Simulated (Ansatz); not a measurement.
Band structure of BaMg6Ni (Amm2, 8 atoms in the cell).

```
CELL_PARAMETERS angstrom
      4.50699     0.00000     0.00000
      0.00000     3.13111     7.40828
      0.00000    -3.13111     7.40828
ATOMIC_POSITIONS crystal
  Ba 0.50000 0.72056 0.72056
  Mg 0.00000 0.79361 0.30041
  Mg 0.00000 0.30041 0.79361
  Mg 0.00000 0.30949 0.30949
  Mg 0.50000 0.68283 0.16515
  Mg 0.50000 0.16515 0.68283
  Mg 0.50000 0.12952 0.12952
  Ni 0.00000 0.89843 0.89843
```

Method: PBEsol, PAW files made with PBE (plane waves; Ansatz, a first-principles code).

Settings: basis.ecutwfc = 420 eV; kpoints.mp_grid.grid = 4 3 3; hamiltonian.xc = pbesol; hamiltonian.pseudopotentials = {kind: paw} (the program's default PAW files); scf.occupations.method = gaussian; scf.occupations.width = 0.2 eV; kpoints.band_path.npoints = 8.

The starting cell comes from a database of computed structures (which also holds hypothetical and non-ambient phases and stackings), without a prior relaxation at this level. Spin polarisation is off.

Levels in eV from the Fermi level, bands 41 to 48:
```json
[
 {"point": "Γ", "41": "-1.22", "42": "-0.96", "43": "-0.49", "44": "-0.24", "45": "0.56", "46": "1.42", "47": "1.92", "48": "2.13"},
 {"point": "X", "41": "-1.19", "42": "-0.70", "43": "0.50", "44": "0.79", "45": "0.90", "46": "1.00", "47": "1.57", "48": "2.08"},
 {"point": "S", "41": "-1.16", "42": "-0.38", "43": "-0.16", "44": "0.85", "45": "0.99", "46": "1.67", "47": "1.80", "48": "1.99"},
 {"point": "R", "41": "-1.14", "42": "-1.04", "43": "-1.01", "44": "-0.71", "45": "-0.66", "46": "0.15", "47": "1.17", "48": "1.62"},
 {"point": "A", "41": "-1.14", "42": "-1.04", "43": "-1.01", "44": "-0.74", "45": "-0.38", "46": "0.39", "47": "1.18", "48": "1.53"},
 {"point": "Z", "41": "-1.12", "42": "-0.98", "43": "-0.74", "44": "-0.55", "45": "-0.15", "46": "-0.12", "47": "0.06", "48": "0.11"},
 {"point": "Y", "41": "-1.06", "42": "-0.48", "43": "-0.21", "44": "-0.03", "45": "0.36", "46": "0.58", "47": "1.21", "48": "1.99"},
 {"point": "X1", "41": "-1.19", "42": "-0.70", "43": "0.50", "44": "0.79", "45": "0.90", "46": "1.00", "47": "1.57", "48": "2.08"},
 {"point": "A1", "41": "-1.14", "42": "-1.04", "43": "-1.01", "44": "-0.74", "45": "-0.38", "46": "0.39", "47": "1.18", "48": "1.53"},
 {"point": "T", "41": "-1.12", "42": "-0.97", "43": "-0.69", "44": "-0.42", "45": "-0.14", "46": "0.61", "47": "1.07", "48": "1.22"}
]
```

Bands cross the Fermi level along this path, so the cell is metallic at this level.

Keys are those of Ansatz 0.2.
